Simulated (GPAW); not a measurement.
**A short convergence ladder for ScAg2 (I4mm, 3 atoms in the cell)**

```xyz
3
Lattice="-1.7744 1.7744 4.4766 1.7744 -1.7744 4.4766 1.7744 1.7744 -4.4766" Properties=species:S:1:pos:R:3 pbc="T T T"
Sc     0.0000     0.0000     0.0500
Ag     0.0000     0.0000     5.9686
Ag     0.0000     0.0000     2.9846
```

Base method: PBEsol, GPAW PAW datasets PBEsol (made by gpaw-setup) (plane waves; GPAW).

Base settings: mode = pw; ecut = 850 eV; xc = PBEsol; kpts = 6 6 6; mesh shift (steps) = 0 0 0; occupations.name = fermi-dirac; occupations.width = 0.1 eV; nbands = -9; convergence.density = 1e-05 e/electron; convergence.energy = 1e-05 eV/electron.

The count of work is k-points × plane waves × bands × iterations; it is no time. Core times come from one kind of shared machine, to one figure; runs under 30 s give none.

**The k-point mesh**

The second cell is the first with its lattice scaled by 0.98.

Only quantities that move along the ladder and can be compared are tabulated.

| kpts | free energy less the last step's (meV/atom) | energy of the compressed cell less the first (meV/atom) | pressure (GPa) | largest difference of a force vector from the last step's (eV/Å) | count of work / last | core time / last (rough) |
|---|---|---|---|---|---|---|
| 2 2 2 | 93.76 | -3.04 | -3.33 | 0.400 | 0.13 | 0.2 |
| 4 4 4 | -6.00 | -9.11 | -4.11 | 0.026 | 0.41 | 0.4 |
| 5 5 5 | -16.18 | -7.99 | -3.99 | 0.024 | 0.63 | 0.4 |
| 6 6 6 | 0.00 | -6.42 | -3.76 | 0.000 | 1.0 | 1 |

Coarsest kpts that holds the energy of the compressed cell less the first within 2 meV/atom: not settled: the last two steps still differ by 1.6 meV/atom, over half the tolerance, so the ladder does not show it.

Coarsest kpts that holds the free energy within 5 meV/atom: not settled: the last two steps still differ by 16 meV/atom, over half the tolerance, so the ladder does not show it.

Coarsest kpts that holds the forces within 0.02 eV/Å: not settled: the last two steps still differ by 0.024 eV/Å, over half the tolerance, so the ladder does not show it.

On the base run: the starting cell comes from a database of computed structures (which also holds hypothetical and non-ambient phases and stackings), without a prior relaxation at this level. Its lattice was rescaled by up to half a per cent. One atom was moved a little off its site on purpose. In the base run, with a pressure of about -4 GPa the cell is away from its equilibrium volume at this level.
